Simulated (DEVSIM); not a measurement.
Structure: Ni/SiO2/n-Ge capacitor, at 350 K.

Layer 1 from the left is SiO2, thickness (nm) 16.0. Layer 2 from the left is Ge, thickness (nm) 1000, Nd (cm⁻³) 3.4e17.

Metal gate on the left, work function 5.1 eV. Fixed charge at the semiconductor interface -2.5e10 cm⁻² (in units of +e); no interface traps.

Constants are typed, rounded textbook-type inputs, not results; the design itself was drawn at random and stands for no fabricated device. Values at 300 K; Nc and Nv go as T^1.5, mobilities as T to minus their exponent, the gap by Varshni's rule with the affinity fixed.

SiO2: gap (eV) 9, affinity (eV) 0.9, permittivity 3.9. Ge: gap (eV) 0.664, affinity (eV) 4, permittivity 16, Nc (cm⁻³) 1.04e19, Nv (cm⁻³) 6e18, Varshni α (eV/K) 0.000477, Varshni β (K) 235.

Model (solved in DEVSIM): 1D Poisson equation in equilibrium, Boltzmann statistics, complete ionisation; no quantum confinement or tunnelling. Metal contacts follow the ideal Schottky-Mott rule: no Fermi-level pinning, no interface dipoles.

### Question
What does the simulation give for the minimum of the low-frequency capacitance, the flat-band voltage?

### Answer
minimum of the low-frequency capacitance 0.136 μF/cm²; flat-band voltage 1.01 V.
